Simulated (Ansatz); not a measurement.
Results of LDA in Ansatz (plane waves, PAW) for NbW3 (model structure, started from the A15 type, Pm-3n, No. 223, 8 atoms in the cell).

Settings: plane-wave cutoff 520 eV, 12×12×12 k mesh, Fermi–Dirac smearing 0.05 eV, no spin polarisation, scalar-relativistic PAW data made under PBE.

Cell (relaxed at this level):

```cif
data_Nb2W6
_chemical_formula_sum 'W6 Nb2'
_space_group_name_H-M_alt 'P 1'
_space_group_IT_number 1
_cell_length_a 5.05291
_cell_length_b 5.05291
_cell_length_c 5.05291
_cell_angle_alpha 90.000
_cell_angle_beta 90.000
_cell_angle_gamma 90.000
loop_
_space_group_symop_operation_xyz
  'x, y, z'
loop_
_atom_site_label
_atom_site_type_symbol
_atom_site_fract_x
_atom_site_fract_y
_atom_site_fract_z
_atom_site_occupancy
W1 W 0.25000 0.00000 0.50000 1
W2 W 0.75000 0.00000 0.50000 1
W3 W 0.00000 0.50000 0.25000 1
W4 W 0.00000 0.50000 0.75000 1
W5 W 0.50000 0.25000 0.00000 1
W6 W 0.50000 0.75000 0.00000 1
Nb1 Nb 0.00000 0.00000 0.00000 1
Nb2 Nb 0.50000 0.50000 0.50000 1
```

Task: Predict the bulk modulus.

Result: 
bulk modulus: 288 GPa

Note: the run has no spin polarisation, so it can have missed a magnetic state; the bulk modulus is −V dP/dV from two relaxed cells at ±2 % in volume; the relaxation could raise the start's symmetry but not lower it, so the cell can be a saddle point.

Spin–orbit coupling is not included.

Static lattice: no zero-point or thermal effects.

The result took about 120 core-seconds (a rough figure).

A model structure was made by putting elements into a prototype or built by hand; it is no filed structure, need not be a known phase, and can be a saddle point held by its symmetry.

Ansatz is an electronic-structure program.
